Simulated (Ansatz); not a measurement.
The starting structures come from a database of crystals and need not be the phases stable at ambient conditions.

 Where the default PAW files enter, the runs use the earlier of Ansatz's two default sets.

By PBEsol, the system below comes out a metal.

A figure of merit of an interconnect metal is its ballistic conductance per area.

Data:

```
CELL_PARAMETERS angstrom
      3.28744     0.00000     0.00000
      0.00000     5.36076     0.00000
      1.64372     0.00000     2.90511
ATOMIC_POSITIONS crystal
  Sb 0.33333 0.75000 0.33333
  Sb 0.66667 0.25000 0.66667
```

Space group of this cell: Cmcm. The cell is strained (lengths across the current scaled by 0.98, ions clamped); by PBEsol its mean pressure is 1.4 GPa.

The current flows along the normal of the first two printed cell vectors. No spin-orbit coupling; the value is a mean over 0.1 eV about the Fermi level.

State the ballistic conductance per area according to PBEsol (Ansatz, an electronic-structure program).

1.3 × 10¹⁵ S/m² for both spins.
